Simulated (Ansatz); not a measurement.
The starting structures come from a database of crystals and need not be the phases stable at ambient conditions.

By PBEsol, the system below comes out a metal.

The ballistic (Sharvin) conductance counts the channels at the Fermi level: G/A = (e²/h) × channels of both spins per area.

Data:

```xyz
4
Lattice="4.0957 0.0000 0.0000 0.0000 5.8493 0.0000 0.0000 2.9246 1.6885" Properties=species:S:1:pos:R:3 pbc="T T T"
B      0.0000     0.0000     0.0000
B      2.0478     0.0000     0.0000
Rh     1.0239     1.9498     0.0000
Rh     3.0718     3.8995     0.0000
```

Space group of this cell: P6_3/mmc, NiAs type. The cell is taken as given; by PBEsol its mean pressure is -4.5 GPa.

The current flows along the normal of the first two printed cell vectors, the (110) plane of the conventional cell. No spin-orbit coupling; the value is a mean over 0.1 eV about the Fermi level.

Q: Compute, with PBEsol in Ansatz (a first-principles code), the ballistic conductance per area.

A: 0.37 × 10¹⁵ S/m² for both spins.
